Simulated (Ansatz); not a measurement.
Consider the following.

```
CELL_PARAMETERS angstrom
      0.00000     3.30344     3.30344
      3.30344     0.00000     3.30344
      3.30344     3.30344     0.00000
ATOMIC_POSITIONS crystal
  Sr 0.00000 0.00000 0.00000
  Te 0.50000 0.50000 0.50000
```

These are PBEsol with spin-orbit coupling, rigid bands (plane waves, PAW; Ansatz, a program for electronic structure) values and carry that method's errors. Condition of this run: spin-orbit coupling switched on. Geometry: cell and atoms relaxed with PBEsol.

**Question.** Predict the hole conductivity mass (n e² τ/σ) at 300 K, by direction if it differs.

**Answer.** 0.49 mₑ.

**Question.** What conductivity effective mass do dilute electrons have at 300 K?

**Answer.** 0.34 mₑ.

**Question.** And the band gap?

**Answer.** 1.29 eV at this level; semilocal functionals usually fall short of the measured gap.

Rigid bands, one relaxation time for all states, no polarons.

Computed structure, not matched to a measured one here, so possibly hypothetical: SrTe (Fm-3m).
